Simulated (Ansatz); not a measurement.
A self-consistent single point of Mg2Pd (I4mm, 3 atoms in the cell) with Ansatz (a quantum-chemistry and plane-wave program).

Level of theory: PBEsol, default PAW files made with PBE (plane waves; Ansatz).

The change in words: lattice scaled by 0.98; basis.ecutwfc: 420 eV → 190 eV. Reference geometry:
```yaml
crystal:
  lattice:
    - [-1.62813, 1.62813, 5.06532]
    - [1.62813, -1.62813, 5.06532]
    - [1.62813, 1.62813, -5.06532]
  atoms:
    - { symbol: Mg, position: [0.65216, 0.65216, 0.00000] }
    - { symbol: Mg, position: [0.35278, 0.35278, 0.00000] }
    - { symbol: Pd, position: [0.00000, 0.00000, 0.00000] }
```

Reference input (self-consistent single point, DFT, PBEsol, plane waves, default PAW files made with PBE): basis.ecutwfc = 420 eV; kpoints.mp_grid.grid = 10 10 10; hamiltonian.xc = pbesol; hamiltonian.pseudopotentials = {kind: paw} (the program's default PAW files); scf.occupations.method = fermi_dirac; scf.occupations.width = 0.1 eV. This run's input differs from it in these lines:

Ansatz 0.2 input:
```diff
@@ -3,5 +3,5 @@
   lattice:
-    - [-1.628125, 1.628125, 5.065316]
-    - [1.628125, -1.628125, 5.065316]
-    - [1.628125, 1.628125, -5.065316]
+    - [-1.595562, 1.595562, 4.964010]
+    - [1.595562, -1.595562, 4.964010]
+    - [1.595562, 1.595562, -4.964010]
   atoms:
@@ -11,3 +11,3 @@
 basis:
-  ecutwfc: 420.0 eV
+  ecutwfc: 190.0 eV
 kpoints:
```

Output (repeated stretches shortened):

```
SCF iter   1: F=—  HF=-10712.843648 eV  |F-HF|=—  |Δ(HF+E_count)|=         —  Δρ=1.53e-1  dr2=9.03e0  ethr=1.77e-3  ⟨swp⟩=3.3  Hψ=8105  notcnv=0
all-band conjugate gradients solve this SCF's bands
preconditioner: auto → Kerker (q_TF=auto, 2.602 Å⁻¹)
SCF iter   2: F=—  HF=-10710.625082 eV  |F-HF|=—  |Δ(HF+E_count)|=    2.22e0  Δρ=6.87e-2  dr2=1.66e0  ethr=1.77e-3  ⟨swp⟩=2.0  Hψ=5508  notcnv=0
   [... lines left out ...]
SCF iter   6: F=—  HF=-10710.147774 eV  |F-HF|=—  |Δ(HF+E_count)|=   4.05e-5  Δρ=2.47e-4  dr2=5.73e-5  ethr=8.53e-7  ⟨swp⟩=1.1  Hψ=2361  notcnv=0
SCF iter   7: F=—  HF=-10710.148039 eV  |F-HF|=—  |Δ(HF+E_count)|=   2.65e-4  Δρ=8.44e-5  dr2=7.17e-6  ethr=1.51e-7  ⟨swp⟩=2.6  Hψ=3452  notcnv=0
SCF iter   8: F=—  HF=-10710.148038 eV  |F-HF|=—  |Δ(HF+E_count)|=   1.40e-6  Δρ=1.58e-5  dr2=1.92e-7  ethr=1.89e-8  ⟨swp⟩=1.9  Hψ=2614  notcnv=0
SCF iter   9: F=-10710.148038 eV  HF=-10710.148038 eV  |F-HF|=4.32e-9  |Δ(HF+E_count)|=   2.19e-8  Δρ=2.47e-6  dr2=5.15e-9  ethr=2.63e-10  ⟨swp⟩=3.3  Hψ=6888  notcnv=0
SCF 1 converged in 9 iterations: F = -10710.148038 eV  dr2 = 5.15e-9
Free energy (F): -10710.148038 eV
Internal energy: -10710.115156 eV  (E = F + TS)
E sigma→0 (E₀):  -10710.131597 eV
Entropy (-TS):   -0.032881 eV (-10.960 meV/atom)
Fermi energy:    11.220108 eV
--- Forces (eV/Å), atoms counted from 1 ---
  atom   1  Mg     0.00000000    -0.00000000    -0.19112210
  atom   2  Mg    -0.00000000    -0.00000000     0.05914525
  atom   3  Pd    -0.00000000    -0.00000000     0.13188760
--- Stress (GPa, compression-positive) ---
        8.303908       0.000000      -0.000000
        0.000000       8.303908       0.000000
       -0.000000      -0.000000       2.948131
  P = ⅓ Tr σ = 6.5186 GPa (65.186 kbar)
  The stress holds the Pulay correction. Without it, at fixed plane waves, as pw.x and ABINIT print it: P = -316.3525 GPa
```

The run converged in 9 iterations. Against the reference run the free energy rises by 7.37 eV/atom, the pressure goes from -1.97 to 6.52 GPa and the largest force goes from 0.354 to 0.191 eV/Å.

The starting cell comes from a database of computed structures (which also holds hypothetical and non-ambient phases and stackings), without a prior relaxation at this level. Its lattice was rescaled by up to half a per cent. One atom was moved a little off its site on purpose. For this run, on top of that: lattice scaled by 0.98. Spin polarisation is off. Ansatz's pressure includes its estimate of the finite-basis (Pulay) stress. Without the estimate this run gives -316.35 GPa. The cutoff lies below the one recommended for these files.
